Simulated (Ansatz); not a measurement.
Start from CdGeAs2 in the chalcopyrite structure (space group I-42d, No. 122).

```xyz
8
Lattice="-3.0238 3.0238 5.7442 3.0238 -3.0238 5.7442 3.0238 3.0238 -5.7442" Properties=species:S:1:pos:R:3 pbc="T T T"
Cd     0.0000     0.0000     0.0000
Cd     0.0000     3.0238     2.8721
Ge     0.0000     0.0000     5.7442
Ge     3.0238     0.0000     2.8721
As     1.3503     1.5119     7.1802
As     1.5119    -1.3503     4.3081
As     1.6735     1.5119     1.4360
As     1.5119     4.3741    -1.4360
```

Computed with Kohn–Sham DFT with the PBE functional, run in Ansatz (a quantum-chemistry and plane-wave program) with PAW and 420 eV plane waves, no SOC.

For the base:

- Pressure = -0.1 kbar

Perturbation: the cell is scaled by 1.0225 in all directions; the atoms relax in the strained cell.

**Question.** Estimate the effect on the energy relative to the base and pressure.

**Answer.** The energy grows by 18 meV/atom; the pressure (mean of the normal stresses, compression positive) decreases by 30.0 kbar, from -0.1 kbar to -30.1 kbar.

Whether these cells are dynamically stable was not tested.
